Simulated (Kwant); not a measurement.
Device: quantum point contact (saddle potential) in a CdTe two-dimensional gas. Effective mass 0.096 mₑ, grid spacing 5 nm, hard walls, nominal width 100 nm (19 grid rows, so walls 100 nm apart), one parabolic valley, scattering region 300 nm long along x; energies count from the band bottom; Fermi energy 0.00718 eV. Potential (V0 + ½k y²) cos²(πx/L) for |x| < L/2, with V0 swept from 0.007539 to 0 eV, k = 1.1e-05 eV/nm², L = 230 nm.

Constants are typed, rounded textbook-type inputs, not results; the design itself was drawn at random and stands for no fabricated device.

Kwant, effective-mass tight-binding model on a square grid, one spin, coherent transport at 0 K. Conductance is in e²/h.

Sweep values stay those of the base run.

Base results: G (e²/h) at V0 = 1.967 meV 1.99; mean G (e²/h) over the sweep 1.14; G (e²/h) at V0 = 5.682 meV 0.54; G (e²/h) at V0 = 3.824 meV 1.01.

What follows from this one change: length of the gated region 230 → 120 nm?

G at V0 = 1.967 meV 1.99 → 1.92 e²/h; mean G over the sweep little changed (1.16 e²/h); G at V0 = 5.682 meV little changed (0.53 e²/h); G at V0 = 3.824 meV 1.01 → 1.07 e²/h.

What follows from this one change: Fermi energy 0.00718 → 0.014 eV?

G at V0 = 1.967 meV 1.99 → 4.00 e²/h; mean G over the sweep 1.14 → 3.38 e²/h; G at V0 = 5.682 meV 0.54 → 2.98 e²/h; G at V0 = 3.824 meV 1.01 → 3.23 e²/h.
